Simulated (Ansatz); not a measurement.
**A computed series for Pd: response to strain**

Take Pd in the fcc (Cu type) structure (space group Fm-3m, No. 225; a = 3.878 Å; relaxed with 0.1 eV smearing) as the base. Axes: x, y, z lie along the cube axes.

Strains are applied to the cell and any free atomic positions relax; under biaxial strain the out-of-plane vector relaxes too; under stress the whole cell relaxes.

Computed with Ansatz (a quantum-chemistry and plane-wave program) PBEsol, no SOC.

Notes on the quantities. energy relative to the base: free energy F; pressure: mean of the normal stresses, compression positive.

```json
[
 {"change": "base", "energy relative to the base": "0 meV/atom", "pressure": "0.0 GPa", "shortest interatomic distance": "2.742 Å"},
 {"change": "biaxial strain −1.76 %, plane normal [001], relaxed out of plane", "energy relative to the base": "+5.2 meV/atom", "pressure": "2.3 GPa", "shortest interatomic distance": "2.694 Å"},
 {"change": "biaxial strain −0.92 %, plane normal [001], relaxed out of plane", "energy relative to the base": "+1.3 meV/atom", "pressure": "1.1 GPa", "shortest interatomic distance": "2.717 Å"},
 {"change": "biaxial strain +0.81 %, plane normal [111], relaxed out of plane", "energy relative to the base": "(withheld)", "pressure": "(withheld)", "shortest interatomic distance": "2.736 Å"},
 {"change": "uniaxial strain ε_yy = +3.65 %", "energy relative to the base": "+14 meV/atom", "pressure": "-6.5 GPa", "shortest interatomic distance": "2.742 Å"},
 {"change": "uniaxial stress, 8 GPa tension along x", "energy relative to the base": "+25 meV/atom", "pressure": "–", "shortest interatomic distance": "2.670 Å"}
]
```

Some entries are withheld; estimate them.


- biaxial strain +0.81 %, plane normal [111], relaxed out of plane, energy relative to the base: +1.9 meV/atom
- biaxial strain +0.81 %, plane normal [111], relaxed out of plane, pressure: -1.7 GPa

Beyond what the load breaks, stability against distortions was not tested. The final runs are not spin-polarised. Pd lies near a magnetic instability that expansion can trigger; it was not tested.
